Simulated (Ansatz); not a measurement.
Au, response to strain

The parent structure is Au in the fcc (Cu type) structure (space group Fm-3m, No. 225; relaxed with 0.1 eV smearing).

```
Au
1.0
    0.00000     2.06222     2.06222
    2.06222     0.00000     2.06222
    2.06222     2.06222     0.00000
Au
1
Direct
  0.00000   0.00000   0.00000
```

Cartesian axes are those of the cell as printed.

Strains are applied to the cell and any free atomic positions relax; under biaxial strain the out-of-plane vector relaxes too.

All numbers come from plane-wave PAW DFT at the r2SCAN level (Ansatz, an electronic-structure program, 500 eV), scalar-relativistic without spin-orbit coupling, earlier PAW set.

Candidates:
(a) biaxial strain +2.67 %, plane normal [001], relaxed out of plane
(b) isotropic strain +4.17 %
(c) strain tensor (xx, yy, zz, yz, xz, xy) = (−1.84, −1.90, +1.77, −0.77, +0.49, −1.13) %

Notes on the quantities. energy relative to the base: free energy F.

### Question
Order them by energy relative to the base, highest first.

### Answer
(b) isotropic strain +4.17 % (+107 meV/atom), (c) strain tensor (xx, yy, zz, yz, xz, xy) = (−1.84, −1.90, +1.77, −0.77, +0.49, −1.13) % (+6.4 meV/atom), (a) biaxial strain +2.67 %, plane normal [001], relaxed out of plane (+2.8 meV/atom)

No phonon test of stability was made.
